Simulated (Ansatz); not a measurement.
Start from CuI in the zinc blende structure (space group F-43m, No. 216; a = 6.079 Å). Axes: x, y, z lie along the cube axes.

The values are results of Kohn–Sham DFT with the PBE functional, run in Ansatz (a first-principles code) with PAW and 420 eV plane waves, no spin-orbit coupling, not measurements.

Perturbation: an isotropic linear strain of +1.50 %, atoms relaxed at fixed cell.

Task: Predict the stress tensor and what it implies for the stiffness.

Result: Stress of the strained cell less that of the base (GPa, compression positive):
```
  -1.55    0.00    0.00
   0.00   -1.55    0.00
   0.00    0.00   -1.55
```

Then B = −ΔP/(ΔV/V₀) with ΔV/V₀ = 0.0457 gives secant stiffness values (nonlinear terms included at this strain): B ≈ 34 GPa.

As a check, the harmonic strain energy −½ V₀ Δσ:ε is 6.1 meV/atom; the computed energy rise is 6.5 meV/atom.

Whether these cells are dynamically stable was not tested. All final runs are without spin polarisation.
